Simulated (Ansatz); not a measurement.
The starting structures come from a database of crystals and need not be the phases stable at ambient conditions.

By LDA, the system below comes out a metal.

A figure of merit of an interconnect metal is its ballistic conductance per area.

Given:

```
Ge
1.0
    2.87389     0.00000     0.00000
    0.00000     4.99180     0.00000
    1.43694     2.49590     2.65087
Ge
2
Direct
  0.81406   0.75000   0.50000
  0.18594   0.25000   0.50000
```

Space group of this cell: Imma. The cell is taken as given; by LDA its mean pressure is -4.2 GPa.

The current flows along the normal of the first two printed cell vectors. No spin-orbit coupling; the value is a mean over 0.1 eV about the Fermi level.

Task: Estimate the ballistic conductance per area that Ansatz (a quantum-chemistry and plane-wave program) with LDA returns for this system.

Result: 1.1 × 10¹⁵ S/m² for both spins.
